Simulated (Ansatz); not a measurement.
Consider ZrSi$_{2}$ (space group Cmcm, No. 63; a = 3.704 Å, b = 14.792 Å, c = 3.679 Å). Axes: x, y, z lie along a, b, c of the conventional cell.

All numbers come from Kohn–Sham DFT with the PBE functional, run in Ansatz (a program for electronic structure) with PAW and 420 eV plane waves, no SOC.

Base values:

```
Property                         Value
-----------------------------  -------
Shortest interatomic distance  2.420 Å
Band gap                          zero
```

It is then changed as follows: uniaxial stress, 3 GPa tension along x; all other stress components relax to zero.

Q: How does this affect the energy relative to the base?

A: The energy increases by 2.6 meV/atom.

Q: What does the calculation give for the shortest interatomic distance after the change?

A: The shortest interatomic distance goes up by 0.003 Å to 2.423 Å.

Q: Predict the new band gap.

A: The band gap is still zero.

Without a gap, meshes like the base's 13×13×13 leave anisotropic stresses uncertain by several tenths of a GPa, and small strain energies with them. Load acts through the strain it causes; cell and atoms are relaxed under it. Beyond what the load breaks, stability against distortions was not tested. All final runs are without spin polarisation.
